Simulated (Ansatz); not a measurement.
Band-edge transport in semiconductors and insulators: BP (F-43m) under several functionals (Ansatz, a first-principles code, without spin-orbit coupling). The PBE cell:

```xyz
2
Lattice="0.0000 2.2742 2.2742 2.2742 0.0000 2.2742 2.2742 2.2742 0.0000" Properties=species:S:1:pos:R:3 pbc="T T T"
B      0.0000     0.0000     0.0000
P      1.1371     1.1371     1.1371
```

```json
[
 {"Functional": "PBE", "cell relaxed with": "PBE", "volume (Å³/atom)": "11.76", "band gap": "1.25 eV", "electron conductivity mass": "0.33 mₑ", "hole conductivity mass": "0.39 mₑ", "Seebeck coefficient, n-type 1e19 cm⁻³": "-337 μV/K"},
 {"Functional": "PBEsol", "cell relaxed with": "PBEsol", "volume (Å³/atom)": "11.54", "band gap": "1.11 eV", "electron conductivity mass": "0.33 mₑ", "hole conductivity mass": "0.39 mₑ", "Seebeck coefficient, n-type 1e19 cm⁻³": "-336 μV/K"},
 {"Functional": "r2SCAN", "cell relaxed with": "PBEsol", "volume (Å³/atom)": "11.54", "band gap": "1.40 eV", "electron conductivity mass": "0.32 mₑ", "hole conductivity mass": "0.36 mₑ", "Seebeck coefficient, n-type 1e19 cm⁻³": "-336 μV/K"},
 {"Functional": "HSE06", "cell relaxed with": "PBEsol", "volume (Å³/atom)": "11.54", "band gap": "(withheld)", "electron conductivity mass": "(withheld)", "hole conductivity mass": "(withheld)", "Seebeck coefficient, n-type 1e19 cm⁻³": "(withheld)"}
]
```

**Question.** Given the cheaper levels, estimate the HSE06 row.

**Answer.** 
- HSE06, band gap: 1.95 eV
- HSE06, electron conductivity mass: 0.32 mₑ
- HSE06, hole conductivity mass: 0.37 mₑ
- HSE06, Seebeck coefficient, n-type 1e19 cm⁻³: -331 μV/K

For the band gap, PBE gives 1.25 eV and HSE06 1.95 eV: PBE lies 36 % below.

Masses are for dilute carriers at 300 K, harmonic means over directions unless an axis is named. Seebeck coefficients are for the stated density at 300 K, with one relaxation time for all states and whether or not that doping can be reached. Spin-orbit coupling is left out.
